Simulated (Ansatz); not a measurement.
The reference is SiC in the wurtzite structure (space group P6_3mc, No. 186; a = 3.092 Å, c = 5.074 Å). Axes: x lies along a and z along c of the hexagonal cell.

Calculations: DFT with PBE, PAW potentials and a 420 eV plane-wave cutoff in Ansatz (a quantum-chemistry and plane-wave program), scalar-relativistic without spin-orbit coupling, earlier PAW set.

Before the change:

- Gap character: indirect, Γ → K

Modification: compressive biaxial strain of 1.45 % in the plane normal to [001], as in epitaxy on a mismatched substrate; the out-of-plane cell vector and the atoms relax.

**Question.** Estimate the effect on the gap character and out-of-plane strain.

**Answer.** The gap character remains indirect, Γ → K; the out-of-plane strain amounts to +0.29 %.

No phonon test of stability was made.
